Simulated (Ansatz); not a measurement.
# fcc Pd (1 1 1) on zinc-blende CdTe (1 1 1) (film strained to the substrate, started from cuts of the bulks and a machine-learned relaxation; slabs Cd4Te4 and Pd12, which can lie off the formulas)

A periodic stack without vacuum, fcc Pd (1 1 1) on zinc-blende CdTe (1 1 1) (film strained to the substrate, started from cuts of the bulks and a machine-learned relaxation; slabs Cd4Te4 and Pd12, which can lie off the formulas): substrate slab Cd4Te4, film Pd12, surface cells [[0, 1], [-1, 0]] and [[1, -2], [1, 1]], film strained by -3.1 and -3.1 %, outermost planes Cd/Te and Pd/Pd as cut, which need not be the usual terminations and can put a slab off its formula.

The start was prepared with a machine-learned potential, and the result is one local minimum, with the in-plane cell held and forces under 0.04 eV/Å; the film can end far from its bulk form.

The numbers are results of PBE (plane waves to 420 eV, PAW; Ansatz, an electronic-structure program), not measurements. No spin–orbit coupling; the runs are not spin-polarised. Its k-point mesh 8×8×1, Fermi–Dirac width 0.05 eV.

```
Property                                                                                                                 Result
--------------------------------------------------------------------------------  ---------------------------------------------
interface area                                                                                                          19.0 Å²
period                                                                                                                  24.22 Å
heights between the nearest atoms of the two slabs at the two interfaces                                        2.22 and 2.36 Å
Cd–Pd contacts across the interfaces within 1.22 times the sum of covalent radii                                 3, mean 2.84 Å
Pd–Te contacts across the interfaces within 1.22 times the sum of covalent radii                                 3, mean 2.73 Å
estimate of the barrier                                                           withheld, since the two interfaces are unlike
slope of the mean potential energy in the substrate                                                              -3.3 MV/cm × e
```

```
CELL_PARAMETERS angstrom
      4.68020     0.00029     0.09302
     -2.33989     4.05369    -0.07278
      1.85017    -1.17192    24.26546
ATOMIC_POSITIONS crystal
  Cd 0.45459 0.54701 0.04816
  Cd 0.72892 0.27296 0.20818
  Cd 0.01099 0.98981 0.36602
  Cd 0.29179 0.70649 0.52529
  Te 0.77351 0.22824 0.08993
  Te 0.04925 0.95232 0.24831
  Te 0.33081 0.66981 0.40664
  Te 0.61199 0.38669 0.56622
  Pd 0.24673 0.07804 0.65833
  Pd 0.92290 0.41559 0.65798
  Pd 0.58557 0.75439 0.65851
  Pd 0.21805 0.44759 0.75579
  Pd 0.88739 0.78204 0.75583
  Pd 0.55293 0.11339 0.75584
  Pd 0.18692 0.81262 0.85274
  Pd 0.85396 0.14618 0.85256
  Pd 0.52044 0.47961 0.85320
  Pd 0.15128 0.17514 0.95037
  Pd 0.82453 0.51198 0.95057
  Pd 0.48785 0.84891 0.95028
```
